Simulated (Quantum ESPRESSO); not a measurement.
## A series of runs on Mg2Si3 (P-1, 10 atoms in the cell)

```xyz
10
Lattice="4.3565 0.0000 0.0000 -1.1292 5.4155 0.0000 -0.2134 -1.6164 8.1826" Properties=species:S:1:pos:R:3 pbc="T T T"
Mg     0.3647     0.8979     4.7481
Mg     2.6492     2.9012     3.4346
Mg     2.6463     2.8985     6.5513
Mg     0.3676     0.9006     1.6313
Si     3.7342     0.4448     7.1960
Si    -0.7203     3.3544     0.9867
Si     1.3808     4.5370     0.9555
Si     1.6331    -0.7379     7.2271
Si     0.5024     3.7387     4.9129
Si     2.5115     0.0605     3.2697
```

Base run A: PBEsol, GBRV 1.5 ultrasoft (PBESOL) pseudopotentials (Quantum ESPRESSO), self-consistent single point.

Its settings: ecutwfc = 40 Ry; ecutrho = 200 Ry; occupations = smearing; smearing = mp; degauss = 0.0073499 Ry; potentials = {Mg: mg_pbesol_v1.4.uspp.F.UPF, Si: si_pbesol_v1.uspp.F.UPF}; K_POINTS = automatic 4 4 3 0 0 0; conv_thr = 1e-11 Ry.

The starting cell comes from a database of computed structures (which also holds hypothetical and non-ambient phases and stackings), without a prior relaxation at this level. Its lattice was rescaled by a random factor within 2.5 % of one. Without a gap this mesh is coarse (it stands for a supercell whose shortest vector is 17 Å).

ΔF is the free energy per atom less that of run A. 

```json
[
 {"run": "A", "K_POINTS": "automatic 4 4 3 0 0 0", "ΔF (meV/atom)": "0.00", "pressure (GPa)": "-2.76", "largest force (eV/Å)": "0.124", "k-points": "26"},
 {"run": "B", "K_POINTS": "automatic 3 3 2 0 0 0", "ΔF (meV/atom)": "-6.4", "pressure (GPa)": "-2.60", "largest force (eV/Å)": "0.514", "k-points": "10"},
 {"run": "C", "K_POINTS": "automatic 3 3 2 1 1 1", "ΔF (meV/atom)": "63.0", "pressure (GPa)": "-2.39", "largest force (eV/Å)": "0.373", "k-points": "9"},
 {"run": "D", "K_POINTS": "automatic 4 3 2 0 0 0", "ΔF (meV/atom)": "-2.6", "pressure (GPa)": "-2.69", "largest force (eV/Å)": "0.297", "k-points": "14"},
 {"run": "E", "K_POINTS": "automatic 4 3 2 1 1 1", "ΔF (meV/atom)": "42.9", "pressure (GPa)": "-2.53", "largest force (eV/Å)": "0.252", "k-points": "12"},
 {"run": "F", "K_POINTS": "automatic 4 4 3 1 1 1", "ΔF (meV/atom)": "36.3", "pressure (GPa)": "-2.49", "largest force (eV/Å)": "0.323", "k-points": "24"},
 {"run": "G", "K_POINTS": "automatic 5 4 3 1 1 1", "ΔF (meV/atom)": "23.1", "pressure (GPa)": "-2.58", "largest force (eV/Å)": "0.257", "k-points": "30"},
 {"run": "H", "K_POINTS": "automatic 4 4 3 0 0 1", "ΔF (meV/atom)": "8.9", "pressure (GPa)": "-2.58", "largest force (eV/Å)": "0.168", "k-points": "26"}
]
```

Run F against A: The free energy rises by 36.3 meV/atom, the pressure goes from -2.76 to -2.49 GPa and the largest force goes from 0.124 to 0.323 eV/Å.

Run D against A: The free energy drops by 2.6 meV/atom, the pressure stays near -2.69 GPa while the zz stress (positive for compression) goes from -3.34 to -2.64 GPa and the largest force goes from 0.124 to 0.297 eV/Å.

Run G against A: The free energy rises by 23.1 meV/atom, the pressure goes from -2.76 to -2.58 GPa and the largest force goes from 0.124 to 0.257 eV/Å.
